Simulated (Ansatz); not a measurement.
Amorphous Hf18O39La2, 59 atoms at 8.73 g/cm³, one PBE-relaxed geometry, zone centre. Methods: PBE, scalar-relativistic without spin-orbit coupling (Ansatz, a first-principles code); r2SCAN, scalar-relativistic without spin-orbit coupling (Ansatz); HSE06, scalar-relativistic without spin-orbit coupling (Ansatz). Plane waves to 420 eV (r2SCAN 500 eV); exact exchange is cut at the cell's faces. At PBE the levels at the filled edge of the gap are localised (band-tail or defect states). All rungs ran without spin polarisation.

It comes from a melt-quench run on a machine-learned potential (CHGNet), relaxed afterwards by DFT. O atoms were pushed apart under 1.9 Å during the dynamics, to hinder bonds among them. The hot cell started wider than the set density and was brought back towards it in steps. It is the lowest in DFT energy of 2 quenches. It is a model cell: composition and starting density were chosen by hand, and all elements were melted together. No dispersion term was used. Its density started from a set value of 8.75 and ended at 8.73 g/cm³. The simulated quench (nominally 380 K/ps over its main leg) is rapid and tends to freeze in more defects than a deposited or slowly cooled glass has. Values belong to this one cell and scatter from quench to quench. The volume was free in the relaxation, at fixed shape. Stress components on the final sampling reach 3.5 GPa.

The relaxation ran on the zone centre alone. At PBE the level gap is 3.64 eV on a 2×2×2 Γ-centred mesh, and the spacing at the zone centre alone 3.72 eV.

Question: What zone-centre spacing does r2SCAN give, roughly?

Answer: 4.17 eV (+0.45 eV against PBE).

Question: What zone-centre spacing does HSE06 give, roughly?

Answer: 5.25 eV (+1.54 eV against PBE).

The highest filled and the lowest empty state spread over these numbers of atoms (participation numbers): PBE: 6.8 and 13.5; r2SCAN: 6.8 and 12.8; HSE06: 6.9 and 12.3.
